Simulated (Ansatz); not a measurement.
Mg (R-3m, No. 166, 3 atoms in the cell; start mp-1094122; another form than the element's usual one), treated with LDA in Ansatz (plane waves, PAW).

Numerical settings: plane-wave cutoff 520 eV, 20×20×20 k mesh, Fermi–Dirac smearing 0.05 eV, scalar-relativistic PAW data made under PBE.

Cell (relaxed at this level):

```
CELL_PARAMETERS angstrom
      1.56374     0.90282     7.67285
     -1.56374     0.90282     7.67285
      0.00000    -1.80565     7.67285
ATOMIC_POSITIONS crystal
  Mg 0.00000 0.00000 0.00000
  Mg 0.22203 0.22203 0.22203
  Mg 0.77797 0.77797 0.77797
```

### Question
Predict the bulk modulus.

### Answer

bulk modulus: 39.5 GPa

The run finds no gap.

Note: the bulk modulus is −V dP/dV from two relaxed cells at ±2 % in volume; the relaxation could not lower the start's symmetry, so the cell can be a saddle point above a distorted one.

Static lattice: no zero-point or thermal effects.

Cost on a shared machine: roughly 3 core-minutes.

A start named mp-… is a Materials Project structure, which need not be a measured phase.

Ansatz is a program for electronic structure.
